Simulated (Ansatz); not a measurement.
Consider Au in the fcc (Cu type) structure (space group Fm-3m, No. 225; a = 4.083 Å). Axes: x, y, z lie along the cube axes.

One thing is altered: tensile biaxial strain of 1.07 % in the plane normal to [001], as in epitaxy on a mismatched substrate; the out-of-plane cell vector and the atoms relax.

Levels (all Ansatz, a first-principles code, PAW): PBEsol (420 eV, no SOC); PBEsol+SOC (420 eV, with spin-orbit coupling).

The geometry is relaxed with PBEsol.

```
Item                Value
---------------  --------
PBEsol pressure  -0.5 GPa
```

With PBEsol+SOC at the same geometry, the pressure drops by 1.5 GPa to -2.0 GPa.

Single points use the geometry relaxed with PBEsol. Differences between runs with and without spin-orbit coupling are approximate. Without a gap, meshes like the base's 20×20×20 leave anisotropic stresses uncertain by several tenths of a GPa, and small strain energies with them. Whether these cells are dynamically stable was not tested.
